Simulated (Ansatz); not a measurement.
The starting structures come from a database of crystals and need not be the phases stable at ambient conditions.

By PBEsol, the system below comes out a metal.

Given:

```yaml
crystal:
  lattice:
    - [3.17017, 0.00000, 0.00000]
    - [-1.58508, 2.74545, 0.00000]
    - [0.00000, 0.00000, 13.69520]
  atoms:
    - { symbol: Ti, position: [0.33333, 0.66667, 0.08134] }
    - { symbol: Ti, position: [0.66667, 0.33333, 0.91866] }
    - { symbol: Ti, position: [0.66667, 0.33333, 0.58134] }
    - { symbol: Ti, position: [0.33333, 0.66667, 0.41866] }
    - { symbol: Sn, position: [0.33333, 0.66667, 0.75000] }
    - { symbol: Sn, position: [0.66667, 0.33333, 0.25000] }
    - { symbol: C, position: [0.00000, 0.00000, 0.00000] }
    - { symbol: C, position: [0.00000, 0.00000, 0.50000] }
```

Space group of this cell: P6_3/mmc. The cell is taken as given; by PBEsol its mean pressure is -4.0 GPa.

The current flows along the normal of the first two printed cell vectors, the (001) plane of the conventional cell. No spin-orbit coupling; the value is a mean over 0.1 eV about the Fermi level.

**Question.** Give the ballistic conductance per area that PBEsol (Ansatz, an electronic-structure program) yields.

**Answer.** 0.33 × 10¹⁵ S/m² for both spins.
